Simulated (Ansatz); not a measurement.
CsPbBr3: energy against strain

CsPbBr3 (cubic perovskite, Pm-3m, 38.424 Å³/atom at rest) under an equal strain ε in the (001) plane with the normal axis free, as in a coherent film. LDA in Ansatz, a plane-wave DFT program (PAW, default set), 420 eV, 6×6×6 Γ-centred mesh, Fermi-Dirac smearing 0.05 eV; ions are relaxed within the symmetry of each cell.

Here s stands for strain and y for E less E0.

| strain (%) | E less E0 (meV/atom) |
|---|---|
| -3.00 | ? |
| -1.20 | 2.45 |
| -0.60 | 0.60 |
| 0.00 | 0.00 |
| 0.60 | 0.57 |
| 1.20 | 2.23 |

Question: Fit y against s with a parabola, and predict the withheld value at s = -3.00.

Answer: Least squares gives y = 0.000 - 0.0783·s + 1.6250·s². Residuals (row less fit): 0.016, -0.032, 0.000, 0.032, -0.016; standard error 0.036 (degrees of freedom: 2). Twice the quadratic coefficient over the volume, 2 × 1.6250 meV × 10⁴ × 0.1602 / 38.424 Å³, is twice the biaxial elastic modulus of this plane = 136 ± 2 GPa. At the withheld row, y = 0.000 - 0.0783 × (-3.0) + 1.6250 × (-3.0)² = 14.860 meV/atom. The calculation gives 16.43 meV/atom, 1.570 meV/atom above the prediction (9.6 % of the range of y in the table). The row lies outside the fitted rows, so this is an extrapolation. From the scatter of the fitted rows alone, a prediction at this place has a standard error of 0.230 meV/atom, so the miss is 6.8 times that.

One order more, fitted to all 11 runs of the series, follows each within 0.02, so the miss is the next term of a smooth law. The primitive cell can neither tilt nor turn polar against its symmetry, as such crystals can under strain. CsPbBr3 is here the ideal cubic form; the compound distorts at low or room temperature. Rows are the converged runs of the series near zero and its far end; series whose fitted rows scatter by over a few per cent of the range, as at a crossing or softening among them, aren't shown in this form. Most that stay on the fit to the last digits aren't either.
